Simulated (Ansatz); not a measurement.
Take Hf in the hcp (Mg type) structure (space group P6_3/mmc, No. 194; a = 3.1591 Å, c = 4.9999 Å) as the base. Axes: x lies along a and z along c of the hexagonal cell.

Level of theory: PBEsol (Ansatz, a program for electronic structure), spin-orbit coupling left out.

Base values:

* **Shortest interatomic distance**: 3.095 Å

It is then changed as follows: the symmetric strain tensor [-0.0196 0.0030 0.0054; 0.0030 -0.0052 -0.0023; 0.0054 -0.0023 0.0013]; the atoms relax in the strained cell.

Q: How does this affect the shortest interatomic distance and largest internal atomic displacement?

A: The shortest interatomic distance decreases by 0.0245 Å, from 3.095 Å to 3.070 Å; the largest internal atomic displacement comes out as 0.010 Å.

Stability against distortions was not tested. All final runs are without spin polarisation.
